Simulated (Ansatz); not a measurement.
## rock-salt TiN (1 1 0) on germanium (1 1 0) (film strained to the substrate, faces as cut)

A periodic stack without vacuum, rock-salt TiN (1 1 0) on germanium (1 1 0) (film strained to the substrate, faces as cut): substrate slab Ge16, film N12Ti12, surface cells [[0, -1], [1, -1]] and [[1, 0], [1, 2]], film strained by -4.1 and -4.1 %, faces Ge/Ge and NTi/NTi as cut (like faces can put a slab off its formula).

The start was prepared with a machine-learned potential, and the result is one local minimum, with the in-plane cell held and forces under 0.04 eV/Å; the film can end far from its bulk form.

Level of theory: PBE (plane waves to 420 eV, PAW; Ansatz, a first-principles code). No spin–orbit coupling; the runs are not spin-polarised; PBE gaps are too small against experiment. Its k-point mesh 8×5×1, Fermi–Dirac width 0.05 eV.

| Quantity | Value |
|---|---|
| interface area | 23.5 Å² |
| period | 26.25 Å |
| gaps between the outermost planes at the two interfaces | 2.05 and 2.04 Å |
| Ge–Ti contacts across the interfaces within 1.22 times the sum of covalent radii | 8, mean 2.87 Å |
| Ge–N contacts across the interfaces within 1.22 times the sum of covalent radii | 2, mean 2.05 Å |

```xyz
40
Lattice="4.0710 0.0018 -0.1278 4.0734 5.7595 0.0342 -1.1761 2.1900 26.3669" Properties=species:S:1:pos:R:3 pbc="T T T"
Ge     2.5180     3.2655     3.0029
Ge     4.5607     4.6682     3.1668
Ge     4.4932     5.9773     1.1107
Ge     2.4530     1.7016     1.0008
Ge     2.6569     3.1409     7.1519
Ge     4.6934     4.5793     7.1511
Ge     4.6272     6.0954     5.1869
Ge     2.5871     1.7705     5.0412
Ge     2.7950     3.0202    11.2857
Ge     4.8276     4.4557    11.1736
Ge     4.7622     5.9695     9.2075
Ge     2.7249     1.6485     9.1729
Ge     2.9323     3.0891    15.3266
Ge     4.9659     4.5721    15.2522
Ge     4.8958     5.8805    13.1955
Ge     2.8642     1.5239    13.3260
N      2.9944     2.8320    17.3646
N      3.0024     5.7660    17.6149
N      5.0850     7.1689    19.0489
N      1.0119     4.2745    19.0645
N      3.0978     5.6684    20.6190
N      3.0971     2.7871    20.5386
N      1.1103     4.1902    22.1574
N      5.1829     7.0684    22.1101
N      3.1956     2.7025    23.6305
N      3.1957     5.5684    23.6807
N      5.2782     6.9705    25.1151
N      1.2119     4.1458    25.3307
Ti     3.0485     7.1544    19.0556
Ti     3.0468     4.2842    18.9811
Ti     0.9646     2.8901    17.6145
Ti     5.0423     5.7488    17.5964
Ti     3.1468     4.1664    22.1368
Ti     3.1485     7.0640    22.2232
Ti     5.1320     5.6733    20.5074
Ti     1.0606     2.8105    20.5579
Ti     3.2387     6.9884    25.1351
Ti     3.2415     4.0883    25.0809
Ti     1.1607     2.6931    23.7151
Ti     5.2320     5.5824    23.6738
```
